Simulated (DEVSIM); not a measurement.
# Schottky contact on n-type Ge

Structure: Schottky contact on n-type Ge, at 350 K.

| layer (left to right) | material | thickness (μm) | Nd (cm⁻³) | τn (s) | τp (s) |
|---|---|---|---|---|---|
| 1 | Ge | 19.0 | 1.6e17 | 4.9e-7 | 4.9e-7 |

Left contact: Schottky, work function 4.29 eV, emission velocity 2e6 cm/s. Right contact: ohmic. Voltage is applied to the left contact. Recombination: SRH at mid-gap, radiative, Auger. Mobility is constant in doping.

The device is made up for the run: typed textbook-type constants, with dimensions and the other settings drawn at random. Values at 300 K; Nc and Nv go as T^1.5, mobilities as T to minus their exponent, the gap by Varshni's rule with the affinity fixed.

```csv
parameter,Ge
gap (eV),0.664
affinity (eV),4
permittivity,16
Nc (cm⁻³),1.04e19
Nv (cm⁻³),6e18
μn (cm²/Vs),3900
μp (cm²/Vs),1900
T exponent of μn,1.66
T exponent of μp,2.33
B (cm³/s),6.4e-14
Cn (cm⁶/s),1e-31
Cp (cm⁶/s),1e-31
Varshni α (eV/K),0.000477
Varshni β (K),235
```

Model (solved in DEVSIM): 1D drift-diffusion, Boltzmann statistics, complete ionisation; no tunnelling, impact ionisation, image-force lowering or self-heating. Metal contacts follow the ideal Schottky-Mott rule: no Fermi-level pinning, no interface dipoles.

```yaml
potential_step_across_the_device_at_zero_bias: 0.157 V
largest_field_in_the_device_at_zero_bias: 67000 V/cm
```
